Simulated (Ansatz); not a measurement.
Cubic perovskite BaHfO₃ was calculated with PBEsol+SOC (Ansatz, an electronic-structure program, plane waves, PAW).

Run with plane-wave cutoff 520 eV, 8×8×8 k mesh, Fermi–Dirac smearing 0.01 eV, PAW data made under PBE.

The volume scan:

| V (Å³/atom) | E − E_lowest (meV/atom) |
|---|---|
| 13.499 | 30.59 |
| 13.786 | 13.10 |
| 14.073 | 3.16 |
| 14.360 | 0.00 |
| 14.648 | 2.93 |
| 14.935 | 11.32 |
| 15.222 | 24.61 |

What bulk modulus B0 and pressure derivative B′ does a third-order Birch–Murnaghan fit give?

V0 = 14.361 Å³/atom, B0 = 170 GPa, B′ = 4.4 (fit to the energies at full precision).

Measured, for comparison: equilibrium volume per atom 14.51 Å³/atom (room temperature, not corrected to a static lattice; as tabulated in Zhao et al. (2008), arXiv:0809.3506). Computed (rounded) less measured: equilibrium volume per atom -1.0 %. A static lattice is as a rule a little smaller and stiffer than an uncorrected measurement, which narrows the difference in the equilibrium volume per atom and would widen misses of the other sign.

Computed values are for the static lattice.

Computing time: around 9 core-minutes (rough).
